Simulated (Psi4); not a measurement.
Psi4 1.11, TPSS/def2-svp: K(F) ([F][K]), 2 atoms. The geometry is a generated start, not checked to be a minimum at this level.

| Item | Result |
|---|---|
| task | energy |
| method | tpss |
| basis | def2-svp |
| memory | 3 GB |
| maxiter | 100 |
| keys of the molecule block | symmetry c1 |
| scf_type | df (default) |
| e_convergence | 1e-06 (default) |
| d_convergence | 1e-06 (default) |
| dft_radial_points | 75 (default) |
| dft_spherical_points | 302 (default) |
| basis functions | 38 |
| grid points | 43805 |

```xyz
2

K     -0.5227    -0.4685    -0.7352
F      0.5227     0.4685     0.7352
```

With the defaults (diis = true, scf_initial_accelerator = adiis, damping_percentage = 0, guess = auto, which took SAD, diis_start = 1, diis_max_vecs = 10, level_shift = 0, level_shift_cutoff = 0.01) it converges in 8 SCF iterations. One run each on 2 threads, with these changes:
- diis_max_vecs = 6
- diis_start = 4
- guess = huckel
- guess = core
- guess = sadno
- diis = false, scf_initial_accelerator = none, damping_percentage = 60
- level_shift = 0.5, level_shift_cutoff = 0.001
- guess = modhuckel
- scf_initial_accelerator = none

**Question.** Which runs fail or end elsewhere than the default run?

**Answer.** No convergence: diis = false, scf_initial_accelerator = none, damping_percentage = 60 (the run ends without SCF convergence in 100 iterations). The rest reach the solution of the defaults.

| setting | SCF iterations | end |
|---|---|---|
| the defaults | 8 | same solution |
| guess = modhuckel | 8 | same solution |
| guess = huckel | 8 | same solution |
| guess = sadno | 8 | same solution |
| scf_initial_accelerator = none | 8 | same solution |
| diis_max_vecs = 6 | 8 | same solution |
| level_shift = 0.5, level_shift_cutoff = 0.001 | 9 | same solution |
| guess = core | 11 | same solution |
| diis_start = 4 | 14 | same solution |
| diis = false, scf_initial_accelerator = none, damping_percentage = 60 | 100 | no convergence |

1 further run of the study ended by our limits or in an error and is left out.
